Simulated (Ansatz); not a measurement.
AlB2-type MgB2, treated with r²SCAN+rVV10 (Ansatz, a first-principles code, PAW).

Run with plane-wave cutoff 600 eV, 24×24×18 k mesh (along the axes of the cell as run), Fermi–Dirac smearing 0.089 eV (set by the program), scalar-relativistic PAW data made under PBE.

Cell (relaxed at this level):

```yaml
crystal:
  lattice:
    - [3.06640, 0.00000, 0.00000]
    - [-1.53320, 2.65558, 0.00000]
    - [0.00000, 0.00000, 3.50608]
  atoms:
    - { symbol: Mg, position: [0.00000, 0.00000, 0.00000] }
    - { symbol: B, position: [0.66667, 0.33333, 0.50000] }
    - { symbol: B, position: [0.33333, 0.66667, 0.50000] }
```

Q: Give the computed Voigt–Reuss–Hill bulk modulus, elastic constant C11, Poisson ratio, elastic constant C12, elastic constant C13, elastic constant C33, elastic constant C44 and elastic constant C66.

A: 
Voigt–Reuss–Hill bulk modulus: 154 GPa
elastic constant C11: 456 GPa
Poisson ratio: 0.168
elastic constant C12: 50.0 GPa
elastic constant C13: 32.0 GPa
elastic constant C33: 284 GPa
elastic constant C44: 78.0 GPa
elastic constant C66: 203 GPa

Elastic constants are with the ions relaxed.

It cost roughly 40 core-minutes of CPU time.
